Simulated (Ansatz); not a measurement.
**Effect of pressure 9 GPa on LiNbO3**

Start from LiNbO3 (space group R3c, No. 161; a = 5.1899 Å, c = 14.0164 Å (hexagonal axes)).

One thing is altered: a hydrostatic pressure of 9 GPa.

Level of theory: PBE (Ansatz, a first-principles code), no spin-orbit coupling, earlier PAW set. Settings: 8×8×8 k-points, 0.05 eV Fermi–Dirac smearing.

The density grows by 0.338 g/cm³ (4.51 g/cm³ → 4.84 g/cm³) and the c/a ratio grows by 0.0127 (2.701 → 2.713). The shortest interatomic distance drops by 0.005 Å to 1.879 Å and the enthalpy H = E + PV relative to the base's energy comes out as +0.59 eV/atom. The band gap grows by 0.06 eV, from 3.54 eV to 3.60 eV (an upper bound: an edge found on the path is not a true extremum; the changed cell).

Final structure:

```xyz
10
Lattice="2.5292 1.4602 4.5752 -2.5292 1.4602 4.5752 0.0000 -2.9205 4.5752" Properties=species:S:1:pos:R:3 pbc="T T T"
Li     0.0000     0.0000     9.6261
Li     0.0000     0.0000     2.7633
Nb     0.0000     0.0000    13.5133
Nb     0.0000     0.0000     6.6504
O     -0.6899     1.4029     8.0701
O      1.5599    -0.1039     8.0701
O     -0.8699    -1.2989     8.0701
O      0.9693     1.3563     5.7825
O      0.6899    -1.5176     5.7825
O     -1.6593     0.1613     5.7825
```

Load acts through the strain it causes; cell and atoms are relaxed under it. Whether these cells are dynamically stable was not tested. Competing high-pressure phases were not computed.
